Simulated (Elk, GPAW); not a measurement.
A GPAW input for a self-consistent single point of VH (Fm-3m, 2 atoms in the cell) (DFT PBEsol, plane waves, GPAW PAW datasets PBEsol (made by gpaw-setup)):

```python
from ase import Atoms
from ase.units import GPa
from gpaw import GPAW

atoms = Atoms(['V', 'H'],
              cell=[[0.000000, 1.924480, 1.924480],
                    [1.924480, 0.000000, 1.924480],
                    [1.924480, 1.924480, 0.000000]],
              scaled_positions=[[0.000000, 0.000000, 0.000000],
                                [0.500000, 0.500000, 0.500000]],
              pbc=True)

calc = GPAW(mode={'name': 'pw', 'ecut': 850},
            xc='PBEsol',
            kpts={'size': (14, 14, 14), 'gamma': True},
            occupations={'name': 'methfessel-paxton', 'width': 0.1, 'order': 0},
            nbands=-8,
            convergence={'density': 1e-05},
            symmetry={'symmorphic': False, 'tolerance': 0.0005},
            maxiter=150,
            txt='-')

atoms.calc = calc

energy = atoms.get_potential_energy()
print('Energy (eV):', round(energy, 6))
forces = atoms.get_forces()
print('Forces (eV/Ang):')
print(forces.round(5))
stress = atoms.get_stress()
print('Stress (GPa, Voigt):', (stress / GPa).round(4))
```

Problem. Write the same calculation as an input for Elk.

Solution. This is the input that was run; spellings and numerical settings could be chosen otherwise.

```
tasks
  0

xctype
  22

tforce
  .true.

rgkmax
  8.0

gmaxvr
  18.0

lmaxapw
  10

lmaxo
  8

nxlo
  2

lorbcnd
  .true.

lradstp
  2

nrmtscf
  2.0

rmtscf
  0.91

lmaxi
  4

stype
  0

swidth
  0.00367493

avec
    0.0000000000    3.6367401323    3.6367401323
    3.6367401323    0.0000000000    3.6367401323
    3.6367401323    3.6367401323    0.0000000000

sppath
  'species/'

atoms
  2   : nspecies
  'V.in'   : spfname
  1   : natoms; atposl, bfcmt below
  0.0000000000  0.0000000000  0.0000000000    0.0 0.0 0.0
  'H.in'   : spfname
  1   : natoms; atposl, bfcmt below
  0.5000000000  0.5000000000  0.5000000000    0.0 0.0 0.0

ngridk
  14 14 14
```

Basis, cutoffs, solver keys and any potentials are the target program's own. This input uses DFT, PBEsol, all-electron FP-LAPW, Elk's shipped species files, APW+lo basis with extra local orbitals.

The starting cell comes from a database of computed structures (which also holds hypothetical and non-ambient phases and stackings), without a prior relaxation at this level. For this run, on top of that: lattice scaled by 0.98.
